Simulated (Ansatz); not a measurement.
The starting structures come from a database of crystals and need not be the phases stable at ambient conditions.

Evanescent states of MgSe (F-43m, zinc blende, not sure to be the ambient phase, 2 atoms a cell, 26.2 Å³ an atom) along the normal of (001)

Computed with r2SCAN (plane waves, PAW; Ansatz, a first-principles code).

The gap is the functional's own, uncorrected, and κ follows it; spin-orbit coupling is left out. Mid-gap values are interpolated between the computed energies.

Energies count from the valence-band top; κ is the least over a 8×8 mesh across the current.

```tsv
E (eV)	κ (1/Å)	where
0.08	0.074	Γ
0.24	0.124	Γ
0.40	0.155	Γ
0.56	0.177	Γ
0.72	0.193	Γ
0.88	?	Γ
1.04	?	Γ
1.20	?	Γ
1.36	?	Γ
1.52	?	Γ
1.68	?	Γ
1.84	?	Γ
2.00	?	Γ
2.16	?	Γ
2.32	?	Γ
2.48	0.193	Γ
2.64	0.180	Γ
2.80	0.162	Γ
2.96	0.141	Γ
3.12	0.111	Γ
3.28	0.064	Γ
```

Problem. Complete the blanks.

Solution. 
- 0.88, κ (1/Å): 0.205
- 1.04, κ (1/Å): 0.214
- 1.20, κ (1/Å): 0.220
- 1.36, κ (1/Å): 0.224
- 1.52, κ (1/Å): 0.226
- 1.68, κ (1/Å): 0.226
- 1.84, κ (1/Å): 0.223
- 2.00, κ (1/Å): 0.219
- 2.16, κ (1/Å): 0.213
- 2.32, κ (1/Å): 0.204
